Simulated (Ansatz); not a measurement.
**CuI: response to strain**

Base system: CuI in the zinc blende structure (space group F-43m, No. 216).

```yaml
crystal:
  lattice:
    - [0.00000, 3.01140, 3.01140]
    - [3.01140, 0.00000, 3.01140]
    - [3.01140, 3.01140, 0.00000]
  atoms:
    - { symbol: Cu, position: [0.00000, 0.00000, 0.00000] }
    - { symbol: I, position: [0.25000, 0.25000, 0.25000] }
```

Cartesian axes are those of the cell as printed.

Strains are applied to the cell and any free atomic positions relax; under biaxial strain the out-of-plane vector relaxes too.

Level of theory: r2SCAN (Ansatz, a quantum-chemistry and plane-wave program, PAW, scalar-relativistic without spin-orbit coupling).

| biaxial strain, plane normal [111], relaxed out of plane (%) | out-of-plane strain (%) |
|---|---|
| -2.5 | 2.02 |
| -2.08 | 1.67 |
| -1.67 | ? |
| -1.25 | 0.99 |
| -0.83 | 0.65 |
| -0.42 | 0.32 |
| 0 | 0.00 |

### Question
Fit ε⊥ = −νε + γε² (strains in %) to the rows shown and predict the withheld row.

### Answer
Least squares on the printed values gives ν = 0.77 (the biaxial Poisson response) and γ = 0.015 (largest residual 0.01 %); this predicts 1.33 %, and the run gives 1.32 %, in agreement.

Whether these cells are dynamically stable was not tested. The final runs are not spin-polarised.
